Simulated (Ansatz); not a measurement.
Migration barriers of vacancies in nitrides: PBE bands (Ansatz, a quantum-chemistry and plane-wave program, plane waves to 420 eV, PAW, climbing-image NEB) beside r2SCAN single points (500 eV) at the PBE geometries. Forward barriers of single hops from the lowest site run, static nuclei, no finite-size correction. The rows are a random draw from the bands that converged and passed our checks of state and shape. Saddle orders were checked for a part of the study's bands only and are not shown. Vacancies start on their lattice site; split forms were not set up. Charge states are imposed.

```
Defect                                                                 Route  Hop (Å), direction in the unit cell  End over start, densest mesh run (eV)                               Cell and PBE mesh  r2SCAN k-points  PBE (eV)  r2SCAN (eV)
----------------------------------------  ----------------------------------  -----------------------------------  -------------------------------------  ----------------------------------------------  ---------------  --------  -----------
N vacancy in zinc-blende BN, charge +3     a nearby N jumps into the vacancy      2.52 along (0.00, -0.49, -0.49)                                   0.00                         64 sites, 2×2×2 shifted        same mesh      4.98            …
N vacancy in wurtzite GaN, charge +1       a nearby N jumps into the vacancy      3.19 along (-0.66, -0.33, 0.49)                                   0.00  72 sites, one k-point at (0.125, 0.250, 0.250)        same mesh      3.95         4.26
Ga vacancy in zinc-blende GaN, charge -3  a nearby Ga jumps into the vacancy       3.11 along (0.00, 0.48, -0.48)                                   0.00  64 sites, one k-point at (0.250, 0.250, 0.250)        same mesh      2.11         2.32
N vacancy in wurtzite GaN, charge +3       a nearby N jumps into the vacancy      3.25 along (-0.68, -0.34, 0.51)                                   0.00  72 sites, one k-point at (0.125, 0.250, 0.250)        same mesh      2.60         2.79
B vacancy in zinc-blende BN, charge -3     a nearby B jumps into the vacancy       2.47 along (0.00, 0.48, -0.48)                                   0.00                         64 sites, 2×2×2 shifted        same mesh      3.53            …
Ga vacancy in wurtzite GaN, charge -3     a nearby Ga jumps into the vacancy       3.10 along (0.32, 0.64, -0.48)                                   0.00  72 sites, one k-point at (0.125, 0.250, 0.250)        same mesh      1.93         2.06
N vacancy in wurtzite AlN, charge +3       a nearby N jumps into the vacancy        3.12 along (0.00, 1.00, 0.00)                                   0.00                                     72 sites, Γ        same mesh      2.92         3.34
N vacancy in wurtzite GaN, charge +3       a nearby N jumps into the vacancy      3.21 along (-1.00, -1.00, 0.00)                                   0.00  72 sites, one k-point at (0.125, 0.250, 0.250)        same mesh      2.39         2.74
```

Question: Fill in the missing entries.

Answer: 
- B vacancy in zinc-blende BN, charge -3, r2SCAN (eV): 3.74
- N vacancy in zinc-blende BN, charge +3, r2SCAN (eV): 5.18
